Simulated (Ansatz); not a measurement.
The reference is InPd in the CsCl type structure (space group Pm-3m, No. 221; relaxed with 0.1 eV smearing).

```xyz
2
Lattice="3.2480 0.0000 0.0000 0.0000 3.2480 0.0000 0.0000 0.0000 3.2480" Properties=species:S:1:pos:R:3 pbc="T T T"
In     1.6240     1.6240     1.6240
Pd     0.0000     0.0000     0.0000
```

Cartesian axes are those of the cell as printed.

Method: PBEsol (Ansatz, a quantum-chemistry and plane-wave program, PAW, scalar-relativistic without spin-orbit coupling).

Before the change:

* **Pressure**: 0.0 GPa

Modification: tensile biaxial strain of 1.00 % in the plane normal to [001], as in epitaxy on a mismatched substrate; the out-of-plane cell vector and the atoms relax.

How does this affect the out-of-plane strain and pressure?

The out-of-plane strain comes out as -1.56 %; the pressure (mean of the normal stresses, compression positive) goes from zero to -0.6 GPa.

Stability against distortions was not tested. The final runs are not spin-polarised.
